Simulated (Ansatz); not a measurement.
Take ZnSe in the zinc blende structure (space group F-43m, No. 216; a = 5.6656 Å) as the base. Axes: x, y, z lie along the cube axes.

Level of theory: r2SCAN, PAW, 500 eV (Ansatz, an electronic-structure program; no SOC).

The change: biaxial strain −1.25 %, plane normal [111], relaxed out of plane (Cartesian); in-plane vectors clamped, the third vector and the atoms free.

**Question.** How does this affect the energy relative to the base?

**Answer.** The energy rises by 3.0 meV/atom.

**Question.** What happens to the in-plane stress?

**Answer.** The mean in-plane stress (compression positive) comes out as +1.7 GPa.

**Question.** Estimate the effect on the ratio −ε⊥/ε∥.

**Answer.** The ratio −ε⊥/ε∥ comes out as 0.63.

Stability against distortions was not tested.
